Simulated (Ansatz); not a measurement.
A computed series for PbS: alloy series

Base system: PbS in the rock salt structure (space group Fm-3m, No. 225; a = 5.903 Å).

The other end (x = 1) is PbTe in the rock salt structure (space group Fm-3m, No. 225): 33.42 Å³/atom, gap 0.65 eV.

Te replaces a fraction x of S; each row is one arrangement (x, atoms in the cell, starting space group or random), fully relaxed.

Computed with PBEsol (Ansatz, an electronic-structure program), without spin-orbit coupling.

```tsv
Te fraction x	volume per atom (Å³/atom)
0	25.707
0.667 (P-3m1, 6 atoms)	?
0.75 (P4/mmm, 8 atoms)	31.660
0.75 (I4/mmm, 8 atoms)	31.684
1	33.424
```

**Question.** Fit V(x) = (1 − x) V(0) + x V(1) − b x(1 − x) with the ends held (b = 0 is Vegard's rule) to the rows shown and predict the withheld row.

**Answer.** Least squares on the printed values gives b = -0.95 Å³/atom, against 30.854 Å³/atom from the straight line alone (largest residual 0.012 Å³/atom); this predicts 31.064 Å³/atom, and the run gives 30.619 Å³/atom, 0.445 lower.

These are small ordered cells, not random alloys; other orderings at the same x differ. Spin-orbit coupling, missing from the scalar runs, can matter with Pb and Te. Stability against distortions was not tested.
